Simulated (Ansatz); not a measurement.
Ansatz (a first-principles code) run on ZrBrN (P1, 6 atoms in the cell): self-consistent single point.

Method: PBEsol+U, PAW files made with PBE (plane waves; Ansatz).

```xyz
6
Lattice="3.6197 0.0000 0.0000 0.0000 4.1193 0.0000 0.0000 0.0000 9.0224" Properties=species:S:1:pos:R:3 pbc="T T T"
Zr    -0.0198     2.0092     0.8511
Zr     1.7836     0.0243     8.1179
Br    -0.0688    -0.0602     6.0399
Br     1.8428     2.1164     3.0188
N     -0.0043    -0.0155     0.2882
N      1.8960     2.1048     8.7512
```

Reference input (self-consistent single point, DFT, PBEsol, plane waves, PAW files made with PBE): kpoints.mp_grid.grid = 5 4 2; hamiltonian.xc = pbesol; hamiltonian.pseudopotentials = {kind: paw} (the program's default PAW files); scf.occupations.method = fixed. This run's input differs from it in these lines:

Ansatz 0.2 input:
```diff
@@ -21,2 +21,6 @@
     kind: paw
+  hubbard:
+    sites:
+      - { species: Zr, l: d, u_eff: 6.0 }
+    projectors: ortho-atomic
 scf:
```

Output, abridged:

```
SCF iter   1: F=—  HF=-14493.699690 eV  |F-HF|=—  |Δ(HF+E_count)|=         —  Δρ=1.00e-1  dr2=4.29e1  ethr=3.10e-3  ⟨swp⟩=5.0  Hψ=2585  notcnv=0  defer=66
all-band conjugate gradients solve this SCF's bands
   [... lines left out ...]
SCF iter   8: F=—  HF=-14486.641974 eV  |F-HF|=—  |Δ(HF+E_count)|=   6.63e-6  Δρ=1.22e-4  dr2=2.97e-5  ethr=1.01e-6  ⟨swp⟩=2.0  Hψ=939  notcnv=0  defer=88
SCF iter   9: F=—  HF=-14486.642009 eV  |F-HF|=—  |Δ(HF+E_count)|=   3.51e-5  Δρ=4.25e-5  dr2=3.26e-6  ethr=6.19e-8  ⟨swp⟩=2.0  Hψ=996  notcnv=0  defer=81
SCF iter  10: F=—  HF=-14486.642014 eV  |F-HF|=—  |Δ(HF+E_count)|=   5.14e-6  Δρ=7.70e-6  dr2=1.25e-7  ethr=6.79e-9  ⟨swp⟩=2.0  Hψ=969  notcnv=0  defer=82
SCF iter  11: F=-14486.642014 eV  HF=-14486.642014 eV  |F-HF|=6.55e-9  |Δ(HF+E_count)|=   2.98e-7  Δρ=2.12e-6  dr2=9.38e-9  ethr=2.08e-10  ⟨swp⟩=14.0  Hψ=4040  notcnv=0
SCF 1 converged in 11 iterations: F = -14486.642014 eV  dr2 = 9.38e-9
Free energy (F): -14486.642014 eV
Internal energy: -14486.642014 eV  (E = F + TS)
E sigma→0 (E₀):  -14486.642014 eV
Fermi energy:    6.144400 eV
--- Forces (eV/Å), atoms counted from 1 ---
  atom   1  Zr     0.73820341     0.84746334     1.54271549
  atom   2  Zr     0.29679071    -0.27477290     0.22293315
  atom   3  Br     0.18187103     0.04989299    -0.28715103
  atom   4  Br    -0.00501478    -0.07355786    -0.26406657
  atom   5  N      0.27281798     0.25931984    -0.52264550
  atom   6  N     -1.48466697    -0.80834976    -0.69176350
--- Stress (GPa, compression-positive) ---
        2.526054      -0.070361       0.400289
       -0.070361       2.800092       1.115229
        0.400289       1.115229       1.524234
  P = ⅓ Tr σ = 2.2835 GPa (22.835 kbar)
  The stress holds the Pulay correction. Without it, at fixed plane waves, as pw.x and ABINIT print it: P = 2.2033 GPa
Occupation matrices written to occupation_matrices
```

The run converged in 11 iterations. Against the reference run the pressure goes from -2.04 to 2.28 GPa, the largest force goes from 1.594 to 1.909 eV/Å and the gap on the mesh goes from 1.903 to 2.956 eV.

The starting cell comes from a database of computed structures (which also holds hypothetical and non-ambient phases and stackings), without a prior relaxation at this level. Its atoms were displaced at random from the sites of space group no. 59. Spin polarisation is off. The U value is a test value, and with U on an open shell several self-consistent states can exist. Forces in this geometry exceed 1 eV/Å. Ansatz's pressure includes its estimate of the finite-basis (Pulay) stress.
